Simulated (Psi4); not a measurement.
Psi4 1.11, PBE0/def2-svp: Ga(Me)2(NH3) ([CH3][Ga+]([CH3])<-[NH3]), charge +1, multiplicity 1, 13 atoms. The geometry is a generated start, not checked to be a minimum at this level.

```json
{
 "task": "energy",
 "method": "pbe0",
 "basis": "def2-svp",
 "memory": "3 GB",
 "maxiter": "100",
 "keys_of_the_molecule_block": "symmetry c1",
 "scf_type": "df (default)",
 "e_convergence": "1e-06 (default)",
 "d_convergence": "1e-06 (default)",
 "dft_radial_points": "75 (default)",
 "dft_spherical_points": "302 (default)",
 "basis_functions": "119",
 "grid_points": "280358"
}
```

```xyz
13

Ga     0.0078     0.4895     0.1346
C      1.5396     1.1509    -1.0331
H      2.4311     0.5510    -0.8373
H      1.7549     2.1985    -0.8116
H      1.2613     1.0576    -2.0860
C     -1.5074     0.6034     1.4888
H     -2.1420    -0.2795     1.3995
H     -2.1022     1.5002     1.3034
H     -1.0979     0.6592     2.5005
N     -0.0289    -1.7018    -0.4381
H     -0.6437    -1.8757    -1.2363
H     -0.3655    -2.2993     0.3204
H      0.8929    -2.0540    -0.7047
```

Charge 1 and multiplicity 1 are set for this test and not shown to be the ground state.

With the defaults (diis = true, scf_initial_accelerator = adiis, damping_percentage = 0, guess = auto, which took SAD, soscf = false, soscf_start_convergence = 0.01, diis_max_vecs = 10) it converges in 10 SCF iterations. One run each on 2 threads, with these changes:
- guess = core
- soscf = true
- soscf = true, soscf_start_convergence = 0.1
- scf_initial_accelerator = ediis
- guess = huckel
- scf_initial_accelerator = none
- diis = false, scf_initial_accelerator = none, damping_percentage = 60
- diis_max_vecs = 6
- guess = modhuckel

Which runs fail or end elsewhere than the default run?

No convergence: diis = false, scf_initial_accelerator = none, damping_percentage = 60 (the run ends without SCF convergence in 100 iterations). The rest reach the solution of the defaults.

```json
[
 {"setting": "soscf = true, soscf_start_convergence = 0.1", "SCF iterations": "7", "JK calls": "23", "end": "same solution"},
 {"setting": "soscf = true", "SCF iterations": "8", "JK calls": "24", "end": "same solution"},
 {"setting": "guess = modhuckel", "SCF iterations": "9", "JK calls": "32", "end": "same solution"},
 {"setting": "scf_initial_accelerator = none", "SCF iterations": "9", "JK calls": "10", "end": "same solution"},
 {"setting": "diis_max_vecs = 6", "SCF iterations": "9", "JK calls": "10", "end": "same solution"},
 {"setting": "guess = huckel", "SCF iterations": "9", "JK calls": "32", "end": "same solution"},
 {"setting": "the defaults", "SCF iterations": "10", "JK calls": "11", "end": "same solution"},
 {"setting": "scf_initial_accelerator = ediis", "SCF iterations": "10", "JK calls": "11", "end": "same solution"},
 {"setting": "guess = core", "SCF iterations": "16", "JK calls": "16", "end": "same solution"},
 {"setting": "diis = false, scf_initial_accelerator = none, damping_percentage = 60", "SCF iterations": "100", "JK calls": "101", "end": "no convergence"}
]
```

An SOSCF iteration holds several JK calls; a Hückel guess adds calls on atoms. 1 further run of the study ended by our limits or in an error and is left out.
